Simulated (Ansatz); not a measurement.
**ZrMo (model structure, within 0.1 Å of Pm-3m, No. 221, 2 atoms in the cell)**

Method: PBE (PAW; Ansatz, a first-principles code).

Settings: plane-wave cutoff 520 eV, 18×18×14 k mesh (along the axes of the cell as run), Fermi–Dirac smearing 0.05 eV, no spin polarisation, scalar-relativistic PAW data made under PBE.

Cell (relaxed at this level):

```cif
data_MoZr
_chemical_formula_sum 'Mo1 Zr1'
_space_group_name_H-M_alt 'P 1'
_space_group_IT_number 1
_cell_length_a 3.34238
_cell_length_b 3.34238
_cell_length_c 3.34102
_cell_angle_alpha 90.000
_cell_angle_beta 90.000
_cell_angle_gamma 90.000
loop_
_space_group_symop_operation_xyz
  'x, y, z'
loop_
_atom_site_label
_atom_site_type_symbol
_atom_site_fract_x
_atom_site_fract_y
_atom_site_fract_z
_atom_site_occupancy
Mo1 Mo 0.00000 0.00000 0.00000 1
Zr1 Zr 0.50000 0.50000 0.50000 1
```

```yaml
bulk_modulus: 150 GPa
```

Note: the run has no spin polarisation, so it can have missed a magnetic state; the bulk modulus is −V dP/dV from two relaxed cells at ±2 % in volume.

Static lattice: no zero-point or thermal effects.

Cost on a shared machine: roughly 4 core-minutes.

A model structure was made by putting elements into a prototype or built by hand; it is no filed structure, need not be a known phase, and can be a saddle point held by its symmetry.
